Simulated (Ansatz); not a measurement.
N on the 1x1 (0001) surface of hcp Ru, one in a 3x3 cell, started at the site 'bridge Ru-Ru (span 2.7 Å)'

Level of theory: PBE (plane waves to 420 eV, PAW; Ansatz, a first-principles code).

Set-up: 37 atoms, 6.3 Å thick at the start under the adsorbate (thin: gaps and levels are the slab's own); mesh 4x4x1; 0.1 eV smearing; dipole correction on; 18 atoms held, the rest relaxed; symmetry of the start imposed; no spin, no spin-orbit, no U, no dispersion correction. At the end it is bonded to 3 Ru. In PBE it is, or lies within 0.03 eV of, the lowest of the starts that converged.

The adsorption energy against ½ N2(g) is -1.12 eV and the work function of the top face is 5.12 eV. The change of the work function is 0.12 eV. The change of the step from the bottom to the top vacuum level, against the clean slab is 0.14 eV and the energy released by relaxation is 2.69 eV. The height of the binding atom over the mean of the host atoms within 0.3 Å of the top one comes out as 102.6 pm and the nearest host atoms of the binding atom is Ru at 1.91 Å, Ru at 1.91 Å, Ru at 1.91 Å. The largest move of a host atom is 0.10 Å and the note is in the relaxation the adsorbate left its starting site by 0.8 Å.

A negative adsorption energy means that the adsorbate is more stable on the surface than in its reference.
